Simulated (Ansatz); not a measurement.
**Effect of strain tensor (xx, yy, zz, yz, xz, xy) = (−0.21, −1.37, −1.73, +0.28, +1.41, +0.29) % on hypothetical CsCl type MoP**

Consider MoP in the CsCl type structure (space group Pm-3m, No. 221; a = 3.004 Å; a hypothetical phase, not in the database extracts checked; relaxed with 0.1 eV smearing). Axes: x, y, z lie along the cube axes.

Now apply this change: strain tensor (xx, yy, zz, yz, xz, xy) = (−0.21, −1.37, −1.73, +0.28, +1.41, +0.29) %; the atoms relax in the strained cell.

Level of theory: PBE (Ansatz, a program for electronic structure, PAW, spin-orbit coupling left out). Settings: 19×19×19 k-points, 0.1 eV Fermi–Dirac smearing.

The volume per atom shrinks by 0.45 Å³, from 13.55 Å³ to 13.10 Å³ and the space group changes from Pm-3m (No. 221) to P-1 (No. 2). The energy grows by 18 meV/atom and the pressure (mean of the normal stresses, compression positive) goes from zero to 8.7 GPa. The band gap stays zero and the stress (xx, yy, zz, yz, xz, xy; compression positive) amounts to (5.6, 9.6, 10.8, -0.7, -3.8, -0.7) GPa.

Final structure:

```
CELL_PARAMETERS angstrom
      2.99751     0.00871     0.04220
      0.00871     2.96267     0.00826
      0.04220     0.00826     2.95185
ATOMIC_POSITIONS crystal
  Mo 0.00000 0.00000 0.00000
  P  0.50000 0.50000 0.50000
```

Stability against distortions was not tested. The final runs are not spin-polarised. An odd electron count without spin: MoP.
